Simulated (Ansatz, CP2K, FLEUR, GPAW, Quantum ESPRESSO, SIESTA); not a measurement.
**Ti3Al (P6_3/mmc, 8 atoms in the cell) computed with different codes at matched settings**

Self-consistent single point.

```xyz
8
Lattice="5.6661 0.0000 0.0000 -2.8330 4.9070 0.0000 0.0000 0.0000 4.5648" Properties=species:S:1:pos:R:3 pbc="T T T"
Ti     2.8330     3.2376     1.1412
Ti     0.0000     1.6694     3.4236
Ti    -1.3873     4.0723     3.4236
Ti     4.2204     0.8347     1.1412
Ti     1.4457     0.8347     1.1412
Ti     1.3873     4.0723     3.4236
Al     0.0000     3.2713     1.1412
Al     2.8330     1.6357     3.4236
```

All programs got the same cell, k-point mesh and kind of occupations (in Ansatz's words: kpoints.mp_grid.grid = 5 5 5; scf.occupations.method = fermi_dirac; scf.occupations.width = 0.1 eV); potentials, basis and cutoffs are each program's usual ones.

| code | model | pressure (GPa) | largest force (eV/Å) | k-points | cutoff |
|---|---|---|---|---|---|
| SIESTA | GGA PBE, numerical atomic orbitals DZP, PseudoDojo PBE standard norm-conserving potentials (rewritten from UPF to PSML) | 4.44 | 0.066 | 63 | grid 400 Ry |
| CP2K | PBE, GPW, DZVP-MOLOPT-SR-GTH basis, GTH-PBE potentials (GTH_POTENTIALS) | 6.86 | 0.021 | 63 | grid 600 Ry |
| Quantum ESPRESSO | PBE, SSSP 1.1.2 efficiency (PBE) pseudopotentials | 6.59 | 0.047 | 15 | 50 Ry |
| Ansatz | PBE, PAW files | 6.50 | 0.045 | 15 | 420 eV |
| FLEUR | PBE, all-electron FLAPW (FLEUR), scalar-relativistic valence | – | 0.052 | 15 | Kmax 4.1 1/bohr |
| GPAW | PBE, GPAW PAW datasets PBE (gpaw-data 1.0.1) | 6.87 | 0.050 | 15 | 850 eV |

A dash marks a value that a program does not give, or that is left out as unsure.

The spread over the programs that give each value: pressure within 2.43 GPa; largest force within 0.045 eV/Å.

The starting cell comes from a database of computed structures (which also holds hypothetical and non-ambient phases and stackings), without a prior relaxation at this level. Its lattice was rescaled by a random factor within 2.5 % of one. On Ansatz's run: Spin polarisation is off. In the base run, with a pressure of about 7 GPa the cell is away from its equilibrium volume at this level.

**Question.** Why do the programs differ, and what cannot be compared?

**Answer.** Differences of this kind can come from the potentials, where these differ, and from what each basis and cutoff leave unconverged. The zero of total energies and Fermi levels follows the potentials and each program's conventions, so they are not compared here. SIESTA and CP2K use small atom-centred bases, whose incompleteness enters pressures, forces and empty levels differently from a plane-wave cutoff. FLEUR treats all electrons, but the usual bases taken here (sphere radii, linearisation, local orbitals, empty states) were not tested for convergence, so the values are no reference for the others. Ansatz's pressure is given at a fixed set of plane waves, as the other plane-wave codes print theirs; with its correction for the finite basis it is 6.55 GPa. The programs reduce the same mesh by symmetry to different extents, which changes the work and not the result. In the pressure, SIESTA (by 2.14) lies more than 1 GPa from the median of the plane-wave programs.

Left out of this page: ABINIT (stopped by limits of time or memory); Elk (unsound by tests on forces, stress, charge or solver warnings).

Ansatz is a first-principles code.

Keys are those of Ansatz 0.2.
